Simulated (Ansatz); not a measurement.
The (110) surface of germanium, B on one of 2 surface atoms (three bonds, no cap there), Cl on every dangling bond elsewhere (bottom of the slab: built like the top, H on every dangling bond, free)

Calculation: PBE (plane waves to 420 eV, PAW; Ansatz, a quantum-chemistry and plane-wave program).

Set-up: 17 atoms, 15.3 Å thick at the start with caps and adatoms; mesh 7x5x1; 0.025 eV smearing; dipole correction on; 2 atoms held, the rest relaxed; start symmetry kept, larger cells not searched; no spin (no spin-polarised run to compare, though such a face may carry moments), no spin-orbit, no U. The slab shows no gap on its mesh. It is one candidate, not shown to be the stable structure of the face.

| Quantity | Value |
|---|---|
| work function of the top face | 5.90 eV |
| energy released by relaxation | 1.58 eV |
| cost | about 13 core-minutes (a rough figure) |
